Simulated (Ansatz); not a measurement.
The reference is ZnS in the wurtzite structure (space group P6_3mc, No. 186; a = 3.8453 Å, c = 6.3052 Å).

Level of theory: PBE (Ansatz, a first-principles code, PAW, no SOC).

Strains are applied to the cell and any free atomic positions relax.

One change was made to it. Results:

| quantity | base | after |
|---|---|---|
| valence-band top at Γ (three highest levels, from the VBM) | 0.00, 0.00, -0.07 eV | 0.00, 0.00, -0.06 eV |
| band gap | 2.08 eV | 1.77 eV |
| electron mass | 0.16 mₑ along c, 0.18 mₑ across (at Γ) | 0.14 mₑ along c, 0.16 mₑ across (at Γ) |

Question: Which of these changes matches the shifts?
(A) isotropic strain +2.40 %
(B) isotropic strain +3.00 %
(C) isotropic strain +1.20 %

Answer: A, isotropic strain +2.40 %. For comparison, the band gap in the other runs: isotropic strain +1.20 % gives 1.92 eV; isotropic strain +3.00 % gives 1.70 eV.

Effective masses come from finite differences of ±0.01 Å⁻¹. Whether these cells are dynamically stable was not tested.
